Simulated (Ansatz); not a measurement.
The starting structures come from a database of crystals and need not be the phases stable at ambient conditions.

Data:

```yaml
crystal:
  lattice:
    - [5.07467, 0.00000, 0.00000]
    - [0.00000, 5.28340, 0.00000]
    - [0.00000, 0.00000, 5.10111]
  atoms:
    - { symbol: Zr, position: [0.26646, 0.03027, 0.74906] }
    - { symbol: Zr, position: [0.73354, 0.96973, 0.24906] }
    - { symbol: Zr, position: [0.26646, 0.46973, 0.24906] }
    - { symbol: Zr, position: [0.73354, 0.53027, 0.74906] }
    - { symbol: O, position: [0.53670, 0.22988, 0.50084] }
    - { symbol: O, position: [0.46330, 0.77012, 0.00084] }
    - { symbol: O, position: [0.53670, 0.27012, 0.00084] }
    - { symbol: O, position: [0.46330, 0.72988, 0.50084] }
    - { symbol: O, position: [0.06736, 0.36503, 0.60611] }
    - { symbol: O, position: [0.93264, 0.63497, 0.10611] }
    - { symbol: O, position: [0.06736, 0.13497, 0.10611] }
    - { symbol: O, position: [0.93264, 0.86503, 0.60611] }
```

Space group of this cell: Pca2_1. The cell is taken as given.

All values below come from r2SCAN (plane waves, PAW; Ansatz, a program for electronic structure).

The current runs along the normal of the first two printed vectors; no spin-orbit coupling. Scaled by the factor s: the length along the current (ions clamped). Meshes 6×6×6 and 6×6 across the current in all rows.

```tsv
s	mean pressure (GPa)	band gap (eV)
0.97	7.7	?
1.00	-0.1	4.40
1.03	-6.8	4.23
```

Question: Take the slope of the band gap against ln s from the two given rows, extrapolate to s = 0.97, and say what the run there gives.

Answer: Slope = (4.23 − 4.40) / ln 1.03 = -5.75 eV. The line gives 4.40 + (-5.75) × ln 0.97 = 4.58 eV. The run gives 4.51 eV, 0.07 eV under the line, 37 % of the predicted step.
